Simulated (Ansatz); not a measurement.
# RbBr: band gap against strain

RbBr (rock salt, Fm-3m, 40.059 Å³/atom at rest, cube axes along x, y and z) under a strain ε along a cube axis (axis z), the other axes held. PBEsol in Ansatz, a plane-wave DFT program (PAW, default set), 420 eV, 8×8×8 Γ-centred mesh, Fermi-Dirac smearing 0.05 eV; ions are relaxed within the symmetry of each cell. Gaps are the smallest over the k-mesh and a band path, without spin-orbit coupling; in all rows the valence edge lies at Γ and the conduction edge at Γ.

Here s stands for strain and Eg for gap.

| strain (%) | gap (eV) |
|---|---|
| -3.00 | ? |
| -1.50 | 4.246 |
| -1.00 | 4.239 |
| -0.50 | 4.232 |
| 0.00 | 4.225 |

Q: Using a straight line, estimate the missing Eg at s = -3.00 from the other rows, showing the fit.

A: Means: s -0.75000, Eg 4.2355. About the means, the sum of products is -0.017500 and the sum of squares of s is 1.2500; the slope is their ratio. Least squares gives Eg = 4.2250 - 0.01400·s. Residuals (row less fit): 0.0000, 0.0000, 0.0000, 0.0000; standard error 0.0000 (degrees of freedom: 2). Over these rows the gap moves by -1.4 ± 0.03 eV per unit strain. At the withheld row, Eg = 4.2250 - 0.01400 × (-3.0) = 4.2670 eV. The calculation gives 4.262 eV, 0.0050 eV below the prediction (13.5 % of the range of Eg in the table). The row lies outside the fitted rows, so this is an extrapolation. The fitted rows scatter only by rounding.

One order more, fitted to all 7 runs of the series, follows each within 0.001, so the miss is the next term of a smooth law. Spin-orbit coupling is left out, which can shift this property for RbBr. Rows are the converged runs of the series near zero and its far end; series whose fitted rows scatter by over a few per cent of the range, as at a crossing or softening among them, aren't shown in this form. Most that stay on the fit to the last digits aren't either.
